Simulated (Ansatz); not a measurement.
The starting structures come from a database of crystals and need not be the phases stable at ambient conditions.

Data:

```
CELL_PARAMETERS angstrom
      7.62942     0.00000     0.00000
      0.00000    11.12082     0.00000
      3.81471     5.56041     3.81471
ATOMIC_POSITIONS crystal
  Cs 0.50000 0.75000 0.00000
  Cs 0.50000 0.25000 0.00000
  Hg 0.00000 0.50000 0.00000
  Pd 0.00000 0.00000 0.00000
  Cl 0.00000 0.28742 0.00000
  Cl 0.00000 0.71258 0.00000
  Cl 0.56554 0.78277 0.43446
  Cl 0.43446 0.21723 0.56554
  Cl 0.00000 0.21723 0.56554
  Cl 0.00000 0.78277 0.43446
```

Space group of this cell: I4/mmm. The cell is taken as given; by r2SCAN its mean pressure is -1.3 GPa.

Transport runs along the normal of the first two printed cell vectors, the (100) plane of the conventional cell.

No gap correction and no spin-orbit coupling; mid-gap values are interpolated between computed energies.

### Question
Estimate the band gap and the smallest decay constant κ at mid-gap that r2SCAN in Ansatz (a quantum-chemistry and plane-wave program) returns for this system.

### Answer
Gap 1.44 eV on a 8×8×8 mesh; κ = 0.306 1/Å, at the zone centre.
